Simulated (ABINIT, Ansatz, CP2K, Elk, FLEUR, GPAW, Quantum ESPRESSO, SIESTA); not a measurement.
## PdIn (Pm-3m, 2 atoms in the cell) computed with different codes at matched settings

Self-consistent single point, at a second geometry (lattice scaled by 0.98). First geometry:

```xyz
2
Lattice="3.2500 0.0000 0.0000 0.0000 3.2500 0.0000 0.0000 0.0000 3.2500" Properties=species:S:1:pos:R:3 pbc="T T T"
In     1.6250     1.6250     1.6250
Pd     0.0000     0.0000     0.0000
```

Shared settings, as Ansatz (an electronic-structure program) writes them: kpoints.mp_grid.grid = 8 8 8; scf.occupations.method = fermi_dirac; scf.occupations.width = 0.0073 Ry. Potentials and cutoffs stand in the table.

```csv
code,model,ΔF from the first geometry (meV/atom),pressure (GPa),cutoff
GPAW,"PBE, GPAW PAW datasets PBE (gpaw-data 1.0.1)",70.3,16.67,600 eV
FLEUR,"PBE, all-electron FLAPW (FLEUR), scalar-relativistic valence",73.1,–,Kmax 4.1 1/bohr
Ansatz,"PBE, default PAW files",72.3,16.98,30.9 Ry
CP2K,"PBE, GPW, DZVP-MOLOPT-SR-GTH basis, GTH-PBE potentials (GTH_POTENTIALS)",82.6,18.99,grid 500 Ry
SIESTA,"GGA PBE, numerical atomic orbitals DZP, PseudoDojo PBE standard norm-conserving potentials (rewritten from UPF to PSML)",68.5,16.37,grid 400 Ry
Quantum ESPRESSO,"PBE, PseudoDojo stringent norm-conserving (PBE) pseudopotentials",72.4,17.10,85 Ry
ABINIT,"PBE, PAW (JTH v2.0 PBE PAW)",72.4,16.96,48 Ry
Elk,"PBE, all-electron FP-LAPW, Elk's shipped species files, default APW+lo basis",56.7,–,default
```

A dash marks a value that a program does not give, or that is left out as unsure.

On Ansatz's run: spin polarisation is off.

The spread over the programs that give each value: ΔF from the first geometry within 25.9 meV/atom; pressure within 2.62 GPa.

CP2K and SIESTA use small atom-centred bases, whose incompleteness enters pressures, forces and empty levels differently from a plane-wave cutoff. FLEUR and Elk treat all electrons, but the usual bases taken here (sphere radii, linearisation, local orbitals, empty states) were not tested for convergence, so the values are no reference for the others. Ansatz's pressure is given at a fixed set of plane waves, as the other plane-wave codes print theirs; with its correction for the finite basis it is 17.08 GPa. In the pressure, CP2K (by 2.02) lies more than 1 GPa from the median of the plane-wave programs.

The starting cell has typed, rounded lattice constants, without a prior relaxation at this level. For this run, on top of that: lattice scaled by 0.98.

Keys are those of Ansatz 0.2.
